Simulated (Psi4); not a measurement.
Psi4 1.11, TPSS/def2-svp: Zr(NH)(OH)2 ([NH]=[Zr]([OH])[OH]), 7 atoms. The geometry is a generated start, not checked to be a minimum at this level.

```yaml
task: energy
method: tpss
basis: def2-svp
memory: 3 GB
maxiter: 100
keys_of_the_molecule_block: symmetry c1
scf_type: df (default)
guess: auto, which took SAD (default)
scf_initial_accelerator: adiis (default)
e_convergence: 1e-06 (default)
d_convergence: 1e-06 (default)
dft_radial_points: 75 (default)
dft_spherical_points: 302 (default)
effective_core_potentials: those of the basis set, past Kr
basis_functions: 88
grid_points: 153119
```

```xyz
7

Zr    -0.3351    -0.0090     0.5332
N     -1.0648    -1.0661    -0.8799
H     -0.5566    -1.9156    -1.2086
O      1.3321    -0.6518     1.1591
H      2.0357    -0.0701     1.4831
O     -0.4700     1.7746    -0.1288
H     -0.9413     1.9380    -0.9581
```

Charge 0 and multiplicity 1 are set for this test and not shown to be the ground state.

One run each on 2 threads. Values of diis_max_vecs tried: 3, 6, 10 (default), 20.

### Question
How does the count of SCF iterations change with diis_max_vecs, and where is it least?

### Answer
Fewest SCF iterations, within one of each other: 6 with 12, 10 (default) with 12, 20 with 12. The run ends without SCF convergence in 100 iterations at 3.

| diis_max_vecs | SCF iterations | end |
|---|---|---|
| 3 | 100 | no convergence |
| 6 | 12 | same solution |
| 10 (default) | 12 | same solution |
| 20 | 12 | same solution |
